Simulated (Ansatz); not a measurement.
Band structure of TiB₂Mo (Amm2, 4 atoms in the cell).

```
CELL_PARAMETERS angstrom
      3.11544     0.00000     0.00000
      0.00000     1.60565     4.26666
      0.00000    -1.60565     4.26666
ATOMIC_POSITIONS crystal
  Ti 0.00000 0.14730 0.14730
  B  0.50000 0.55875 0.55875
  B  0.00000 0.43994 0.43994
  Mo 0.50000 0.85402 0.85402
```

Level of theory: LDA (PW92), default PAW files made with PBE (plane waves; Ansatz, an electronic-structure program).

Settings: basis.ecutwfc = 30.9 Ry; kpoints.mp_grid.grid = 10 10 10; hamiltonian.xc = lda; hamiltonian.pseudopotentials = {kind: paw} (the program's default PAW files); scf.occupations.method = fermi_dirac; scf.occupations.width = 0.0073 Ry; kpoints.band_path.npoints = 8.

The starting cell comes from a database of computed structures (which also holds hypothetical and non-ambient phases and stackings), without a prior relaxation at this level. Its lattice was rescaled by a random factor within 2.5 % of one. Spin polarisation is off.

Levels in eV from the Fermi level, bands 13 to 19:
| point | 13 | 14 | 15 | 16 | 17 | 18 | 19 |
|---|---|---|---|---|---|---|---|
| Γ | -2.74 | -2.71 | -0.60 | 0.25 | 0.59 | 0.67 | 2.06 |
| X | -3.43 | -2.00 | -0.94 | -0.72 | 0.31 | 0.80 | 1.87 |
| S | -3.60 | -2.42 | -1.11 | -0.58 | 0.75 | 1.12 | 1.86 |
| R | -3.76 | -2.93 | -1.42 | -1.18 | 2.13 | 2.69 | 2.79 |
| A | -3.25 | -2.77 | -1.45 | -1.09 | 1.81 | 2.48 | 2.52 |
| Z | -3.30 | -2.84 | -2.24 | -1.36 | 2.46 | 2.53 | 2.63 |
| Y | -3.03 | -2.88 | -1.01 | 0.38 | 0.98 | 1.89 | 2.04 |
| X1 | -3.43 | -2.00 | -0.94 | -0.72 | 0.31 | 0.80 | 1.87 |
| A1 | -3.25 | -2.77 | -1.45 | -1.09 | 1.81 | 2.48 | 2.52 |
| T | -2.76 | -1.73 | -1.31 | -0.73 | -0.35 | 0.84 | 1.02 |

Bands cross the Fermi level along this path, so the cell is metallic at this level.

Keys are those of Ansatz 0.2.
